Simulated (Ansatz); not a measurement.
Calculation: PBE (plane waves to 420 eV, PAW; Ansatz, an electronic-structure program).

Planar average of the electrostatic potential across the slab, in eV from the Fermi level, for a constructed model of the (0001) surface of hcp Ru, a pseudomorphic layer of V in the other hollow (bottom of the slab: a bare face, its two planes held):

```json
[
 {"z (Å)": "3.84", "V (eV)": "5.05"},
 {"z (Å)": "4.13", "V (eV)": "5.05"},
 {"z (Å)": "4.43", "V (eV)": "5.04"},
 {"z (Å)": "4.72", "V (eV)": "5.03"},
 {"z (Å)": "5.02", "V (eV)": "5.02"},
 {"z (Å)": "5.31", "V (eV)": "4.99"},
 {"z (Å)": "5.61", "V (eV)": "4.92"},
 {"z (Å)": "5.90", "V (eV)": "4.77"},
 {"z (Å)": "6.20", "V (eV)": "4.46"},
 {"z (Å)": "6.49", "V (eV)": "3.81"},
 {"z (Å)": "6.79", "V (eV)": "2.44"},
 {"z (Å)": "7.08", "V (eV)": "-0.54"},
 {"z (Å)": "7.38", "V (eV)": "-8.36"},
 {"z (Å)": "7.67", "V (eV)": "-20.13"},
 {"z (Å)": "7.97", "V (eV)": "-27.57"},
 {"z (Å)": "8.26", "V (eV)": "-25.07"},
 {"z (Å)": "8.56", "V (eV)": "-14.62"},
 {"z (Å)": "8.85", "V (eV)": "-4.39"},
 {"z (Å)": "9.15", "V (eV)": "-1.66"},
 {"z (Å)": "9.44", "V (eV)": "-6.24"},
 {"z (Å)": "9.74", "V (eV)": "-17.45"},
 {"z (Å)": "10.03", "V (eV)": "-26.81"},
 {"z (Å)": "10.33", "V (eV)": "-27.19"},
 {"z (Å)": "10.62", "V (eV)": "-18.32"},
 {"z (Å)": "10.92", "V (eV)": "-6.97"},
 {"z (Å)": "11.21", "V (eV)": "-1.93"},
 {"z (Å)": "11.51", "V (eV)": "-4.24"},
 {"z (Å)": "11.80", "V (eV)": "-14.16"},
 {"z (Å)": "12.10", "V (eV)": "-24.88"},
 {"z (Å)": "12.39", "V (eV)": "-28.03"},
 {"z (Å)": "12.69", "V (eV)": "-21.17"},
 {"z (Å)": "12.98", "V (eV)": "-9.56"},
 {"z (Å)": "13.28", "V (eV)": "-2.31"},
 {"z (Å)": "13.57", "V (eV)": "-2.52"},
 {"z (Å)": "13.87", "V (eV)": "-10.25"},
 {"z (Å)": "14.16", "V (eV)": "-21.83"},
 {"z (Å)": "14.46", "V (eV)": "-28.17"},
 {"z (Å)": "14.75", "V (eV)": "-24.45"},
 {"z (Å)": "15.05", "V (eV)": "-13.53"},
 {"z (Å)": "15.34", "V (eV)": "-4.03"},
 {"z (Å)": "15.64", "V (eV)": "-2.39"},
 {"z (Å)": "15.93", "V (eV)": "-8.60"},
 {"z (Å)": "16.23", "V (eV)": "-20.11"},
 {"z (Å)": "16.52", "V (eV)": "-27.75"},
 {"z (Å)": "16.82", "V (eV)": "-25.61"},
 {"z (Å)": "17.11", "V (eV)": "-15.32"},
 {"z (Å)": "17.41", "V (eV)": "-4.76"},
 {"z (Å)": "17.70", "V (eV)": "-1.26"},
 {"z (Å)": "18.00", "V (eV)": "-4.21"},
 {"z (Å)": "18.29", "V (eV)": "-14.43"},
 {"z (Å)": "18.59", "V (eV)": "-25.06"},
 {"z (Å)": "18.88", "V (eV)": "-27.82"},
 {"z (Å)": "19.18", "V (eV)": "-20.55"},
 {"z (Å)": "19.47", "V (eV)": "-8.91"},
 {"z (Å)": "19.77", "V (eV)": "-2.08"},
 {"z (Å)": "20.06", "V (eV)": "-2.79"},
 {"z (Å)": "20.36", "V (eV)": "-8.40"},
 {"z (Å)": "20.65", "V (eV)": "-12.30"},
 {"z (Å)": "20.95", "V (eV)": "-13.21"},
 {"z (Å)": "21.24", "V (eV)": "-12.12"},
 {"z (Å)": "21.54", "V (eV)": "-7.89"},
 {"z (Å)": "21.83", "V (eV)": "-1.81"},
 {"z (Å)": "22.13", "V (eV)": "1.31"},
 {"z (Å)": "22.42", "V (eV)": "2.84"},
 {"z (Å)": "22.72", "V (eV)": "3.66"},
 {"z (Å)": "23.01", "V (eV)": "4.08"},
 {"z (Å)": "23.31", "V (eV)": "4.30"},
 {"z (Å)": "23.60", "V (eV)": "4.41"},
 {"z (Å)": "23.90", "V (eV)": "4.47"},
 {"z (Å)": "24.19", "V (eV)": "4.50"},
 {"z (Å)": "24.49", "V (eV)": "4.51"},
 {"z (Å)": "24.78", "V (eV)": "4.52"},
 {"z (Å)": "25.08", "V (eV)": "4.52"},
 {"z (Å)": "25.37", "V (eV)": "4.53"}
]
```

Set-up: 7 atoms, 13.4 Å thick at the start with caps and adatoms (thin: gaps and levels are the slab's own); mesh 16x16x1; 0.1 eV smearing; dipole correction on; 2 atoms held, the rest relaxed; symmetry of the start imposed; spin-polarised, ending with about 0.9 μB a cell; orders that need a larger cell were not tried, no spin-orbit, no U. In PBE it lies 0.08 eV a 1x1 cell over the lowest computed structure of the same composition (a pseudomorphic layer of V in the host's stacking).

Task: The surface cell has an area of 6.41 Å². What dipole along the normal does the step between the two vacuum levels imply?

Result: the top vacuum level lies 0.52 eV below the bottom one; p = −ε₀ A ΔV (ε₀ = 0.005526 e/(V·Å)) gives 0.02 e·Å a cell.
